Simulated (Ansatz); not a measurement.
The structure below was relaxed with Kohn–Sham DFT with the r2SCAN+rVV10 functional, run in Ansatz (a quantum-chemistry and plane-wave program) with PAW and 500 eV plane waves, scalar-relativistic without spin-orbit coupling.

```
Sb
1.0
    2.16401     1.24939     3.78127
   -2.16401     1.24939     3.78127
    0.00000    -2.49879     3.78127
Sb
2
Direct
  0.23324   0.23324   0.23324
  0.76676   0.76676   0.76676
```

Find the space group and the Wyckoff positions.

Space group R-3m, hexagonal axes (No. 166); a = b = 4.328 Å, c = 11.344 Å, α = β = 90.00°, γ = 120.00°

```json
[
 {"atom": "Sb", "site": "6c", "symmetry": "3m", "x": "0.0000", "y": "0.0000", "z": "0.2332"}
]
```

Describe the coordination.

The crystal has 6 atoms in its conventional cell. Lattice parameters: a = b = 4.3280 Å, c = 11.3438 Å, α = β = 90.00°, γ = 120.00°. Sb sees 3 Sb at 2.920 Å and 3 Sb at 3.376 Å (octahedral). (Neighbours: up to the widest gap in distance over summed covalent radii, below 1.35, at either atom.)

With Sb present, leaving out spin-orbit coupling can change the band edges. Stability against distortions was not tested. The cell was made from Bi by this change: Bi → Sb.
